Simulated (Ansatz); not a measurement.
**Enthalpy of formation of BeSe (model structure, within 0.1 Å of P4/nmm, No. 129, 8 atoms in the cell) at several levels of theory**

No measured value is used here.

| level (code) | value (eV/atom) |
|---|---|
| PBE (Ansatz) | -0.706 |
| PBEsol (Ansatz) | -0.685 |
| PBE-D3(BJ) (Ansatz) | (withheld) |

Task: Some entries are withheld; supply them.

Result: 
- PBE-D3(BJ) (Ansatz, a first-principles code), value (eV/atom): -0.635

Each level is taken at its own relaxed cell. Ansatz's density-functional and Hartree–Fock values are scalar-relativistic unless marked +SOC, with PAW data made under PBE.

A model structure was made by putting elements into a prototype or built by hand; it is no filed structure, need not be a known phase, and can be a saddle point held by its symmetry.
